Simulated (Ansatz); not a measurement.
Start from W in the bcc (W type) structure (space group Im-3m, No. 229; relaxed with 0.1 eV smearing).

```yaml
crystal:
  lattice:
    - [-1.56765, 1.56765, 1.56765]
    - [1.56765, -1.56765, 1.56765]
    - [1.56765, 1.56765, -1.56765]
  atoms:
    - { symbol: W, position: [0.00000, 0.00000, 0.00000] }
```

Cartesian axes are those of the cell as printed.

Method: LDA (Ansatz, a quantum-chemistry and plane-wave program, PAW, no spin-orbit coupling).

Base values:

```
Item                             Value
-----------------------------  -------
Pressure                       0.0 GPa
Band gap                          zero
Shortest interatomic distance  2.715 Å
```

The change: the cell is stretched by 2.00 % along z with no lateral relaxation, atoms relaxed at fixed cell.

Estimate the effect on the pressure.

The pressure (mean of the normal stresses, compression positive) goes from zero to -6.3 GPa.

What does the calculation give for the band gap after the change?

The band gap remains zero.

Estimate the effect on the energy relative to the base.

The energy goes up by 10 meV/atom.

What happens to the shortest interatomic distance?

The shortest interatomic distance grows by 0.018 Å (2.715 Å → 2.733 Å).

The cells carry an imposed strain or load. No phonon test of stability was made. The final runs are not spin-polarised.
